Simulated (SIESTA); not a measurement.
SIESTA run on BeCo (P1, 2 atoms in the cell): self-consistent single point.

Computed with GGA PBEsol, numerical atomic orbitals DZP, PseudoDojo PBEsol standard norm-conserving potentials (rewritten from UPF to PSML) (SIESTA).

The change in words: atoms moved at random. Reference geometry:
```yaml
crystal:
  lattice:
    - [2.57175, 0.00000, 0.00000]
    - [0.00000, 2.57175, 0.00000]
    - [0.00000, 0.00000, 2.57175]
  atoms:
    - { symbol: Be, position: [0.00000, 0.00000, 0.00000] }
    - { symbol: Co, position: [0.50000, 0.50000, 0.50000], spin: 3.0 }
```
(The spins are starting values, not results.)

Reference input (self-consistent single point, DFT, GGA PBEsol, numerical atomic orbitals DZP, PseudoDojo PBEsol standard norm-conserving potentials (rewritten from UPF to PSML)): XC.functional = GGA; XC.authors = PBEsol; potentials = PseudoDojo PBEsol standard; PAO.BasisSize = DZP; PAO.EnergyShift = 0.01 Ry; MeshCutoff = 350 Ry; kgrid.MonkhorstPack = 9 9 9; OccupationFunction = FD; ElectronicTemperature = 100 meV; Spin = polarized; DM.InitSpin = [1 +0.00, 2 +3.00]; PAO.Polarization.NonPerturbative = true. This run's input differs from it in these lines:

```diff
@@ -18,4 +18,4 @@
 %block AtomicCoordinatesAndAtomicSpecies
-     0.000000000    0.000000000    0.000000000  1
-     2.429951581    2.429951581    2.429951581  2
+     0.014399893    0.037416394    0.108142565  1
+     2.415551687    2.392535186    2.321809015  2
 %endblock AtomicCoordinatesAndAtomicSpecies
```

Output (repeated stretches shortened):

```
        iscf     Eharris(eV)        E_KS(eV)     FreeEng(eV)     dDmax    Ef(eV) dHmax(eV)
   scf:    1    -4432.103383    -4511.620551    -4511.682564  3.893511 -5.129058 31.314027
     spin moment: {S} , |S| = {        0.0        0.0    1.68256 }     1.68256
   scf:    2    -4540.199800    -4527.740960    -4527.801637  1.598054 -6.912743 17.407225
     spin moment: {S} , |S| = {        0.0        0.0    1.69405 }     1.69405
   scf:    3    -4536.357346    -4534.796682    -4534.874771  1.262322 -9.274035  0.850835
     spin moment: {S} , |S| = {        0.0        0.0    1.35668 }     1.35668
   [... lines left out ...]
     spin moment: {S} , |S| = {        0.0        0.0    0.35384 }     0.35384
   scf:   25    -4535.135575    -4535.135577    -4535.200657  0.000013 -9.831399  0.000486
     spin moment: {S} , |S| = {        0.0        0.0    0.35381 }     0.35381
   scf:   26    -4535.135573    -4535.135575    -4535.200657  0.000011 -9.831407  0.000445
     spin moment: {S} , |S| = {        0.0        0.0    0.35378 }     0.35378
   scf:   27    -4535.135571    -4535.135573    -4535.200657  0.000010 -9.831414  0.000422
     spin moment: {S} , |S| = {        0.0        0.0    0.35376 }     0.35376
SCF Convergence by DM+H criterion
max |DM_out - DM_in|         :     0.0000097315
max |H_out - H_in|      (eV) :     0.0004216258
SCF cycle converged after 27 iterations

Using DM_out to compute the final energy and forces

siesta: E_KS(eV) =            -4535.1356

siesta: E_KS - E_eggbox =     -4535.1356

siesta: Atomic forces (eV/Ang):
     1   -0.107688   -0.321491   -0.932710
     2    0.108125    0.312261    0.930132
   Tot    0.000436   -0.009230   -0.002579
   Max    0.932710
   Res    0.571437    sqrt( Sum f_i^2 / 3N )
   Max    0.932710    constrained

Stress tensor Voigt[x,y,z,yz,xz,xy] (kbar):      109.18      107.89      122.15       -8.95       -3.42        7.94
(Free)E + p*V (eV/cell)    -4536.4011
Target enthalpy (eV/cell)    -4535.2007

siesta: Program's energy decomposition (eV):
siesta: FreeEng =     -4535.200657

   [... lines left out ...]
siesta: Cell volume =         17.009292 Ang**3
siesta:        -113.07171773       -164.03426981  kBar
   [... lines left out ...]
   2  8.139   0.943  -0.006   0.048   1.008   1.008   1.007   0.180   0.178
              0.180   0.836   0.831   0.765   0.831   0.765  -0.083  -0.084

             -0.091  -0.084  -0.092

mulliken: Qtot =       10.323

Mulliken Atomic Populations:
Atom #   charge [q] valence [e]      Sz [e]  Species
     1    -0.339932    4.339932   -0.029051  Be
     2     0.339932   16.660068    0.382808  Co
 Total    -0.000000                0.353757
```

The run converged in 27 iterations. Against the reference run the free energy goes up by 29.3 meV/atom, the pressure goes from -10.67 to -11.31 GPa, the largest force goes from 0.000 to 0.992 eV/Å and the size of the net moment stays at 0.18 μB/atom.

The starting cell comes from a database of computed structures (which also holds hypothetical and non-ambient phases and stackings), without a prior relaxation at this level. For this run, on top of that: atoms moved at random. The moments shrank to a small part of their start, a low-spin state that need not be the lowest. Values carry the incompleteness of an atom-centred basis. With a pressure of about -11 GPa the cell is away from its equilibrium volume at this level.

Cost on one core of a shared machine: roughly 90 s.
